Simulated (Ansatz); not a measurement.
Take MgO in the rock salt structure (space group Fm-3m, No. 225; a = 4.159 Å) as the base. Axes: x, y, z lie along the cube axes.

Calculations: LDA in Ansatz (plane waves to 420 eV, PAW, spin-orbit coupling left out).

Strains are applied to the cell and any free atomic positions relax.

One change was made to it. Results:

| quantity | base | after |
|---|---|---|
| pressure (mean of the normal stresses, compression positive) | -0.01 GPa | 0.02 GPa |
| valence-band top at Γ (three highest levels, from the VBM) | 0.00, 0.00, 0.00 eV | 0.00, -0.09, -0.18 eV |
| energy relative to the base (free energy F) | 0 meV/atom | +2.3 meV/atom |
| band gap | 5.03 eV | 4.94 eV |

Question: Which of these changes matches the shifts?
(A) tensor shear ε_xy = +1.71 %
(B) tensor shear ε_xy = +1.43 %
(C) tensor shear ε_xy = +1.14 %
(D) tensor shear ε_xy = +2.00 %

Answer: C, tensor shear ε_xy = +1.14 %. For comparison, the valence-band top at Γ in the other runs: tensor shear ε_xy = +1.71 % gives 0.00, -0.14, -0.27 eV; tensor shear ε_xy = +2.00 % gives 0.00, -0.17, -0.31 eV; tensor shear ε_xy = +1.43 % gives 0.00, -0.12, -0.22 eV.

Semilocal Kohn–Sham gaps tend to fall short of experiment. Stability against distortions was not tested.

Ansatz is a quantum-chemistry and plane-wave program.
